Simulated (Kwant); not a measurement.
Model system: six-terminal Hall bar in a Ge (holes) two-dimensional gas. Effective mass 0.06 mₑ, grid spacing 7.7 nm, hard walls, nominal width 200 nm (25 grid rows, so walls 200.2 nm apart), one parabolic valley, scattering region 520 nm long along x; energies count from the band bottom; Fermi energy swept from 0.00107 to 0.00856 eV. Four side probes 100 nm wide, two on each edge; current runs along x; the sign of the Hall resistance is a convention. Perpendicular field 1.2 T, also in the leads; orbital effect alone.

The device is made up for the run: typed textbook-type constants, with dimensions and the other settings drawn at random.

Model: effective-mass tight-binding model on a square grid, one spin, coherent transport at 0 K (Kwant). Resistances are in h/e².

Question: How many Landau levels lie under the Fermi energy, and what Hall resistance follows, at 2.09 meV and 1.20 T; 2.72 meV and 1.20 T; 5.26 meV and 1.20 T; 6.53 meV and 1.20 T?

Answer: ħωc = ħeB/m = 1.93 meV a tesla; levels lie at (n + ½)ħωc. E/ħωc = 0.90 gives 1 level and h/(1e²) = 1.000; simulated 1.000. E/ħωc = 1.17 gives 1 level and h/(1e²) = 1.000; simulated 1.000. E/ħωc = 2.27 gives 2 levels and h/(2e²) = 0.500; simulated 0.500. E/ħωc = 2.82 gives 3 levels and h/(3e²) = 0.333; simulated 0.333.
